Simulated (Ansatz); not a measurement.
# Effect of uniaxial strain ε_zz = −2.50 % on Ru

The reference is Ru in the hcp (Mg type) structure (space group P6_3/mmc, No. 194; a = 2.676 Å, c = 4.224 Å; relaxed with 0.1 eV smearing). Axes: x lies along a and z along c of the hexagonal cell.

The change: the cell is compressed by 2.50 % along z with no lateral relaxation, atoms relaxed at fixed cell.

The values are results of LDA, PAW, 420 eV (Ansatz, a first-principles code; scalar-relativistic without spin-orbit coupling), not measurements. Γ-centred 25×25×14 mesh, Fermi–Dirac width 0.1 eV.

* **Volume per atom**: 12.77 Å³ (base 13.09 Å³)
* **Shortest interatomic distance**: 2.574 Å (base 2.617 Å)
* **Energy relative to the base (free energy F)**: +20 meV/atom
* **Band gap**: zero (base zero)
* **Stress (xx, yy, zz, yz, xz, xy; compression positive)**: (5.7, 5.7, 20.3, 0.0, 0.0, 0.0) GPa

Final structure:

```yaml
crystal:
  lattice:
    - [2.67558, 0.00000, 0.00000]
    - [-1.33779, 2.31712, 0.00000]
    - [0.00000, 0.00000, 4.11811]
  atoms:
    - { symbol: Ru, position: [0.66667, 0.33333, 0.75000] }
    - { symbol: Ru, position: [0.33333, 0.66667, 0.25000] }
```

Stability against distortions was not tested. The final runs are not spin-polarised.
